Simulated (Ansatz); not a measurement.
Consider BaTiO3 in the cubic perovskite structure (space group Pm-3m, No. 221; a = 4.019 Å).

One thing is altered: an isotropic linear strain of −2.03 %; the atoms relax in the strained cell.

Levels (all Ansatz, an electronic-structure program, PAW, earlier PAW set): PBE (420 eV, without spin-orbit coupling); r2SCAN (500 eV, no spin-orbit coupling).

The geometry is relaxed with PBE.

| Item | Result |
|---|---|
| PBE band gap | 1.92 eV |
| PBE pressure | 11.51 GPa |
| PBE width of the top valence band | 0.97 eV |

Task: Predict the band gap, pressure and width of the top valence band from r2SCAN.

Result: The band gap goes up by 0.37 eV to 2.29 eV; the pressure falls by 3.01 GPa to 8.50 GPa; the width of the top valence band goes up by 0.03 eV, from 0.97 eV to 1.00 eV.

Single points use the geometry relaxed with PBE. Their cutoffs differ, which shifts pressures a little. No phonon test of stability was made. All final runs are without spin polarisation. Many cubic perovskites are stable only at high temperature; tilts and polar distortions were not tested. This is not the structure that BaTiO3 has at room temperature and ambient pressure.
